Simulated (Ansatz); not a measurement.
Take an 8-atom supercell of Si in the diamond structure (space group Fd-3m, No. 227) at its relaxed geometry as the base.

```yaml
crystal:
  lattice:
    - [-5.43356, 0.00000, 0.00000]
    - [0.00000, 0.00000, 5.43356]
    - [0.00000, 5.43356, 0.00000]
  atoms:
    - { symbol: Si, position: [0.50000, 0.50000, 0.50000] }
    - { symbol: Si, position: [0.00000, 0.50000, 0.00000] }
    - { symbol: Si, position: [0.00000, 0.00000, 0.50000] }
    - { symbol: Si, position: [0.50000, 0.00000, 0.00000] }
    - { symbol: Si, position: [0.25000, 0.75000, 0.75000] }
    - { symbol: Si, position: [0.75000, 0.75000, 0.25000] }
    - { symbol: Si, position: [0.75000, 0.25000, 0.75000] }
    - { symbol: Si, position: [0.25000, 0.25000, 0.25000] }
```

Level of theory: PBEsol, PAW, 420 eV (Ansatz, a quantum-chemistry and plane-wave program; no SOC), earlier PAW set.

Base values:

```
Property    Value
--------  -------
Pressure  0.0 GPa
```

Now apply this change: one Si atom is added in an open site, starting 2.35 Å from the nearest host atom, atoms relaxed at fixed cell, starting from a slightly rattled geometry.

### Question
Estimate the effect on the pressure.

### Answer
The pressure goes from zero to 6.0 GPa.

### Question
Estimate the effect on the largest displacement of a host atom from its site in the perfect cell.

### Answer
The largest displacement of a host atom from its site in the perfect cell is 0.06 Å.

### Question
What does the calculation give for the final site of the added atom after the change?

### Answer
The final site of the added atom amounts to 10 Si at 2.41–2.72 Å.

Other magnetic orders, which the real material may have, were not ruled out. In so small a cell the defect repeats every few ångströms: this is an ordered compound, not a dilute defect. The mesh was chosen for an insulator and is coarse for the gapless case. The defect cell is spin-polarised and ends with 0.6 μB, a fractional moment that hangs on the mesh and smearing.
